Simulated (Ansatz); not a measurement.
# Pressure series in Ge

Start from Ge (space group Im-3m, No. 229; a = 7.0054 Å; a model cell, its experimental status unchecked).

Cell and atoms are relaxed at each pressure.

Calculations: Ansatz (a quantum-chemistry and plane-wave program), PBEsol, PAW, cutoff 420 eV, no SOC.

| P (GPa) | V (Å³/atom) |
|---|---|
| -1.99 | 29.932 |
| -0.99 | 29.250 |
| 0.30 | 28.484 |
| 0.70 | 28.267 |
| 1.50 | 27.857 |
| 3.01 | 27.175 |
| 5.00 | 26.394 |
| 7.50 | 25.562 |
| 10.00 | 24.851 |

Task: Fit a third-order Birch–Murnaghan equation of state.

Result: Least squares on P(V) = (3B₀/2)[(V₀/V)^(7/3) − (V₀/V)^(5/3)]·[1 + (3/4)(B₀′ − 4)((V₀/V)^(2/3) − 1)] gives V₀ = 28.65 Å³/atom, B₀ = 50 GPa and B₀′ = 4.7.

Load acts through the strain it causes; cell and atoms are relaxed under it. Stability against distortions was not tested. No other phases were tried under pressure. This is not the structure that Ge has at room temperature and ambient pressure.
